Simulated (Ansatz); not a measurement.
## A computed series for CdTe: element substitutions

Start from CdTe in the zinc blende structure (space group F-43m, No. 216).

```yaml
crystal:
  lattice:
    - [0.00000, 3.24476, 3.24476]
    - [3.24476, 0.00000, 3.24476]
    - [3.24476, 3.24476, 0.00000]
  atoms:
    - { symbol: Te, position: [0.75000, 0.75000, 0.75000] }
    - { symbol: Cd, position: [0.00000, 0.00000, 0.00000] }
```

Each row replaces one element on all its sites; cell and atoms are relaxed.

Calculations: PBEsol (Ansatz, a first-principles code), no spin-orbit coupling, earlier PAW set.

Candidates:
(a) Te → Pt
(b) Te → Se
(c) Te → Cr

Before the change:

| Item | Value |
|---|---|
| Lattice parameter a | 6.490 Å |

Question: Order them by lattice parameter a, highest first.

Answer: (c) Te → Cr (6.194 Å), (b) Te → Se (6.082 Å), (a) Te → Pt (6.006 Å)

The magnetic state is the one reached from the starting moments; the real material's order can differ, and small cells can't hold many antiferromagnetic ones. Whether these cells are dynamically stable was not tested. As relaxed here, CdPt and CrCd are hypothetical phases, not in the database extracts checked. Spin-polarised in the final run: CrCd; the other runs are not.
